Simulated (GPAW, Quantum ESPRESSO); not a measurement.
A GPAW input for a self-consistent single point of GaAs (F-43m, 2 atoms in the cell) (DFT LDA (Perdew-Wang 92), plane waves, GPAW PAW datasets LDA (gpaw-data 1.0.1)):

```python
from ase import Atoms
from ase.units import GPa
from gpaw import GPAW, PW

atoms = Atoms(['Ga', 'As'],
              cell=[[0.000000, 2.934604, 2.934604],
                    [2.934604, 0.000000, 2.934604],
                    [2.934604, 2.934604, 0.000000]],
              positions=[[0.000000, 0.000000, 0.000000],
                         [1.467302, 1.467302, 1.467302]],
              pbc=True)

calc = GPAW(mode=PW(600),
            xc='LDA',
            kpts=(7, 7, 7),
            occupations={'name': 'methfessel-paxton', 'width': 0.2, 'order': 0},
            nbands=-8,
            symmetry={'symmorphic': False, 'tolerance': 0.0005},
            maxiter=120,
            txt='-')

atoms.calc = calc

energy = atoms.get_potential_energy()
print('Energy (eV):', round(energy, 6))
forces = atoms.get_forces()
print('Forces (eV/Ang):')
print(forces.round(5))
stress = atoms.get_stress()
print('Stress (GPa, Voigt):', (stress / GPa).round(4))
```

Write the same calculation as an input for Quantum ESPRESSO.

One input that does it (others would too):

```fortran
&CONTROL
   calculation = 'scf'
   outdir = './tmp/'
   pseudo_dir = './'
   tprnfor = .true.
   tstress = .true.
/
&SYSTEM
   ibrav = 0
   nat = 2
   ntyp = 2
   ecutwfc = 50
   ecutrho = 250
   occupations = 'smearing'
   smearing = 'gaussian'
   degauss = 0.0147
/
&ELECTRONS
   conv_thr = 1.0d-10
   mixing_beta = 0.3
/
ATOMIC_SPECIES
Ga    69.7230  ga_lda_v1.4.uspp.F.UPF
As    74.9216  as_lda_v1.uspp.F.UPF
CELL_PARAMETERS {angstrom}
   0.00000000     2.93460400     2.93460400
   2.93460400     0.00000000     2.93460400
   2.93460400     2.93460400     0.00000000
ATOMIC_POSITIONS {bohr}
Ga    0.00000000    0.00000000    0.00000000
As    2.77279892    2.77279892    2.77279892
K_POINTS {automatic}
7 7 7  0 0 0
```

Basis settings and potentials, where a program has them, do not carry over. This input uses DFT, LDA (PZ), plane waves, GBRV 1.5 ultrasoft (LDA) pseudopotentials. LDA parametrisations can differ slightly between programs. Both were run: pressure -6.92 GPa in GPAW and -7.33 in Quantum ESPRESSO.

On GPAW: the starting cell comes from a database of computed structures (which also holds hypothetical and non-ambient phases and stackings), without a prior relaxation at this level. Its lattice was rescaled by a random factor within 2.5 % of one. With a pressure of about -7 GPa the cell is away from its equilibrium volume at this level. The run gives no clean gap (levels at the Fermi energy touch, overlap or are partly filled at this smearing), which alone does not show that the compound is a metal.

On Quantum ESPRESSO: the starting cell comes from a database of computed structures (which also holds hypothetical and non-ambient phases and stackings), without a prior relaxation at this level. Its lattice was rescaled by a random factor within 2.5 % of one. With a pressure of about -7 GPa the cell is away from its equilibrium volume at this level. The run gives no clean gap (levels at the Fermi energy touch, overlap or are partly filled at this smearing), which alone does not show that the compound is a metal.
